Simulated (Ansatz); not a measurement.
# Mn on the Ca site (rock-salt CaO host)

Calculation: PBE, PAW (plane waves to 420 eV; Ansatz, a first-principles code). Cell: 64 sites, 2×2×2; final energies on a 2×2×2 shifted mesh. Site at the start: the Ca site. Charged cells carry a point-charge image correction with potential alignment at far atoms. Dielectric constants: PBE linear response of the host. Host gap at this level: 3.66 eV. A cell of this size leaves errors of a few tenths of an eV. Levels are measured in PBE's own, too narrow, gap. Spin–orbit coupling is left out, and no Hubbard U is applied to the open shells. Each state is the lowest found from its start.

```json
[
 {"charge": "+1", "moment (μB)": "4.0", "point group": "D4h", "largest move off a lattice site (Å)": "0.36", "image correction with alignment (eV)": "0.09", "above the lowest spin state (eV)": "0.00"},
 {"charge": "+1†", "moment (μB)": "not spin-polarised", "point group": "–", "largest move off a lattice site (Å)": "0.30", "image correction with alignment (eV)": "0.06", "above the lowest spin state (eV)": "2.11"},
 {"charge": "0", "moment (μB)": "5.0", "point group": "Oh", "largest move off a lattice site (Å)": "0.06", "image correction with alignment (eV)": "0.00", "above the lowest spin state (eV)": "0.00"},
 {"charge": "0", "moment (μB)": "5.0", "point group": "Oh", "largest move off a lattice site (Å)": "0.05", "image correction with alignment (eV)": "0.00", "above the lowest spin state (eV)": "0.00"},
 {"charge": "−1†", "moment (μB)": "4.0", "point group": "–", "largest move off a lattice site (Å)": "0.06", "image correction with alignment (eV)": "0.12", "above the lowest spin state (eV)": "0.00"},
 {"charge": "−1†", "moment (μB)": "not spin-polarised", "point group": "–", "largest move off a lattice site (Å)": "0.08", "image correction with alignment (eV)": "0.15", "above the lowest spin state (eV)": "1.50"}
]
```

† Not settled in this cell, so no level is given: charge −1: carriers not clearly localised, level within 0.1 eV of a band edge or past it.

Point groups are those of the whole cell at tolerances of 0.03 and 0.1 Å ("near" where only the looser one holds); none is given for unsettled states.

Starting moments that weren't kept: charge 0 began with 1 μB and ended with 5.0.

Transition levels above the valence-band maximum: ε(+1/0) = 1.43 eV. With a charge missing or unsettled, these needn't be thermodynamic levels.

All states together cost about 4 core-hours (a rough figure).
